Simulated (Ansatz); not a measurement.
HfO2 (Pca2₁, No. 29, 12 atoms in the cell; start mp-685097; a measured phase of this formula has another space group), treated with LDA in Ansatz (PAW).

Settings: plane-wave cutoff 520 eV, 8×8×8 k mesh, Fermi–Dirac smearing 0.01 eV, scalar-relativistic PAW data made under PBE.

Cell (relaxed at this level):

```xyz
12
Lattice="5.1811 0.0000 0.0000 0.0000 4.9757 0.0000 0.0000 0.0000 4.9961" Properties=species:S:1:pos:R:3 pbc="T T T"
Hf     0.1707     1.3339     1.2149
Hf     5.0104     3.6418     3.7130
Hf     2.4198     1.3339     3.7130
Hf     2.7613     3.6418     1.2149
O      1.9117     0.3639     1.8928
O      3.2694     4.6118     4.3909
O      0.6788     0.3639     4.3909
O      4.5023     4.6118     1.8928
O      3.8112     2.2814     2.4529
O      1.3699     2.6944     4.9510
O      3.9604     2.2814     4.9510
O      1.2206     2.6944     2.4529
```

Question: Give the computed band gap and direct gap at Γ.

Answer: 
* **band gap**: 4.33 eV (on the SCF k mesh)
* **direct gap at Γ**: 4.86 eV

Note: the relaxation could not lower the start's symmetry, so the cell can be a saddle point above a distorted one.

Spin–orbit coupling is not included.

Static lattice: no zero-point or thermal effects.

It cost about 30 core-minutes (a rough figure) of CPU time.

A start named mp-… is a Materials Project structure, which need not be a measured phase.

Ansatz is a program for electronic structure.
